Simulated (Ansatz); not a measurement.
GaAs under load (space group I-4m2): band-edge transport data

```xyz
2
Lattice="0.0000 2.8148 2.8954 2.8148 0.0000 2.8954 2.8148 2.8148 0.0000" Properties=species:S:1:pos:R:3 pbc="T T T"
Ga     0.0000     0.0000     0.0000
As     1.4074     1.4074     1.4477
```

Computed with r2SCAN with spin-orbit coupling, rigid bands (plane waves, PAW; Ansatz, a first-principles code). Condition of this run: uniaxial stress zz = -2 GPa (compression positive) (the target of the relaxation). Cell: cell and atoms relaxed with r2SCAN, then loaded as said.

```yaml
band_gap: 0.73 eV
electron conductivity mass (300 K, dilute): 0.052 (x), 0.052 (y), 0.058 (z) mₑ
hole conductivity mass (300 K, dilute): 0.28 (x), 0.28 (y), 0.47 (z) mₑ
effective density of states N_c (300 K): 2.9e17 cm⁻³
effective density of states N_v (300 K): 3.7e18 cm⁻³
density_of_states_mass_electrons: 0.051 mₑ
density_of_states_mass_holes: 0.28 mₑ
Seebeck coefficient, n-type 1e19 cm⁻³, 300 K: -41 μV/K
Seebeck coefficient, p-type 1e19 cm⁻³, 300 K: 217 μV/K
```

Rigid bands; masses and Seebeck coefficients take one relaxation time τ for all states and one kind of carrier; polarons and phonon drag are left out.
